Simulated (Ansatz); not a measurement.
The parent structure is HfN in the rock salt structure (space group Fm-3m, No. 225; a = 4.4683 Å; relaxed with 0.1 eV smearing).

Level of theory: LDA, PAW, 420 eV (Ansatz, a program for electronic structure; scalar-relativistic without spin-orbit coupling).

Strains are applied to the cell and any free atomic positions relax.

One change was made to it. Results:

```json
[
 {"quantity": "pressure", "base": "0.0 GPa", "after": "9.7 GPa"},
 {"quantity": "energy relative to the base (free energy F)", "base": "0 meV/atom", "after": "+9.8 meV/atom"}
]
```

Q: What was done to the base?
A. isotropic strain +1.00 %
B. isotropic strain −1.50 %
C. isotropic strain −1.00 %

A: C, isotropic strain −1.00 %. For comparison, the pressure in the other runs: isotropic strain +1.00 % gives -8.4 GPa; isotropic strain −1.50 % gives 15.0 GPa.

No phonon test of stability was made. All final runs are without spin polarisation. An odd electron count without spin: HfN.
